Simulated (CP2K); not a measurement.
Band structure of InSb (F-43m, 2 atoms in the cell).

```xyz
2
Lattice="4.7331 0.0000 0.0000 2.3665 4.0990 0.0000 2.3665 1.3663 3.8645" Properties=species:S:1:pos:R:3 pbc="T T T"
In     0.0000     0.0000     0.0000
Sb     2.3665     1.3663     0.9661
```

Method: PBE, GPW, DZVP-MOLOPT-SR-GTH basis, GTH-PBE potentials (GTH_POTENTIALS) (CP2K).

Settings: CUTOFF = 500 Ry; REL_CUTOFF = 50 Ry; SMEAR/METHOD = FERMI_DIRAC; ELECTRONIC_TEMPERATURE = 1160.45 K; KPOINTS/SCHEME = MONKHORST-PACK 9 9 9; XC_FUNCTIONAL = PBE; In/BASIS_SET = DZVP-MOLOPT-SR-GTH-q13; In/POTENTIAL = GTH-PBE-q13; Sb/BASIS_SET = DZVP-MOLOPT-SR-GTH-q5; Sb/POTENTIAL = GTH-PBE-q5; METHOD = GPW; EPS_DEFAULT = 1e-10; EXTRAPOLATION = USE_GUESS; NGRIDS = 5.

The starting cell comes from a database of computed structures (which also holds hypothetical and non-ambient phases and stackings), without a prior relaxation at this level. Its lattice was rescaled by a random factor within 2.5 % of one. Spin-orbit coupling is off. Values carry the incompleteness of an atom-centred basis. The run gives no clean gap (levels at the Fermi energy touch, overlap or are partly filled at this smearing), which alone does not show that the compound is a metal.

Levels in eV from the Fermi level, bands 6 to 11:
| point | 6 | 7 | 8 | 9 | 10 | 11 |
|---|---|---|---|---|---|---|
| Γ | -10.24 | -0.87 | -0.15 | -0.15 | -0.15 | 2.85 |
| X | -8.63 | -5.69 | -2.12 | -2.12 | 1.20 | 1.35 |
| W | -8.60 | -5.61 | -2.64 | -2.52 | 3.04 | 3.85 |
| K | -8.66 | -5.58 | -2.87 | -1.82 | 1.50 | 3.44 |
| L | -9.12 | -5.37 | -1.02 | -1.02 | 0.22 | 3.69 |
| U | -8.66 | -5.58 | -2.87 | -1.82 | 1.50 | 3.44 |

Bands cross the Fermi level along this path, so the cell is metallic at this level.

Higher empty bands are left out: an atom-centred basis made for the valence describes them poorly.
